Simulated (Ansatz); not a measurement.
One pseudomorphic plane of X on bcc Ta (110), continuing the host's stacking (six planes of the host, 1x1 cell of 7.79 Å², clean work function 4.72 eV). ΔE counts an X atom from its bulk element. E_seg is the energy of the plane on top less that of the same plane lying second, under one plane of the host, at equal numbers of atoms (made equal with bulk Ta); a negative value keeps X outside. χ is Pauling's electronegativity. These are constructed structures, held to the host's lattice; rows with a moment ran spin-polarised from parallel moments in the plane, the only order that a 1x1 cell holds, and a change of moment is part of their E_seg.

The numbers are results of PBE (plane waves to 420 eV, PAW; Ansatz, a program for electronic structure), not measurements.

```csv
X,χ,ΔE (eV),Δφ (eV),E_seg (eV),"moment of the cell, X on top / second (μB)"
Hf,1.30,-0.06,-0.28,-0.47,–
Sc,1.36,-0.18,-0.68,-0.79,–
Al,1.61,-0.72,-0.42,-0.68,–
In,1.78,-0.60,-0.69,–,–
Co,1.88,0.01,-0.70,-0.22,1.3 / 0.3
Re,1.90,0.08,-0.20,0.36,–
Cu,1.90,-0.23,-0.93,-0.98,–
Sn,1.96,-0.70,-0.41,-1.53,–
Ge,2.01,-0.94,0.32,-0.88,–
Rh,2.28,-0.84,-0.33,-0.42,–
Au,2.54,-0.82,-0.34,-1.16,–
```

No prediction is posed: with one row set aside, none of the pairs tried (Δφ against χ) correlates at 0.6.

Work function. Over these 11 rows Δφ correlates with χ at r = 0.22. It runs from -0.93 eV (Cu) to 0.32 eV (Ge), that is from 3.79 to 5.04 eV in all.

Place. E_seg is below −0.05 eV, so that the full plane is lower on top, for Hf, Sc, Al, Co, Cu, Sn, Ge, Rh, Au; above 0.05 eV, so that it is lower under one plane of the host, for Re.

ΔE is negative for Hf, Sc, Al, In, Cu, Sn, Ge, Rh, Au: there the strained plane on this host is lower than the bare face and X's own bulk. Alloying within the plane, relief of strain and larger cells were not tried.

Left out: 2 runs of this family that did not converge or found no flat vacuum level.
